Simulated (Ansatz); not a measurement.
The reference is OsO2 in the CdI2 type structure (space group P-3m1, No. 164; a = 2.765 Å, c = 5.109 Å; a hypothetical phase, not in the database extracts checked; layered, stacked along the Cartesian z axis).

The values are results of DFT with PBE-D3(BJ), PAW potentials and a 420 eV plane-wave cutoff in Ansatz (a first-principles code), no SOC, not measurements.

Base values:

- In-plane lattice parameter a = 2.765 Å
- Band gap = zero
- Shortest interatomic distance = 2.055 Å

Perturbation: a free-standing slab of 4 layers (12 atoms, 3 a layer) is cut normal to the stacking axis, with 15 Å of vacuum and the in-plane cell relaxed.

### Question
What does the calculation give for the excess energy per area of both faces, in-plane lattice parameter a, band gap, thickness between the outermost nuclei and shortest interatomic distance after the change?

### Answer
The excess energy per area of both faces (slab less bulk energy over the cell's area: twice a surface energy) amounts to 0.4 J/m² (uncertain by up to 0.3 J/m²); the in-plane lattice parameter a hardly moves (2.765 Å against 2.763 Å); the band gap is still zero; the thickness between the outermost nuclei comes out as 17.96 Å; the shortest interatomic distance hardly moves (2.055 Å against 2.054 Å).

Slab and bulk use different k-meshes, which limits the precision of the excess energy. Stability against distortions was not tested. No Hubbard U is applied, and correlation can decide whether such a compound is a metal. The final runs are not spin-polarised.
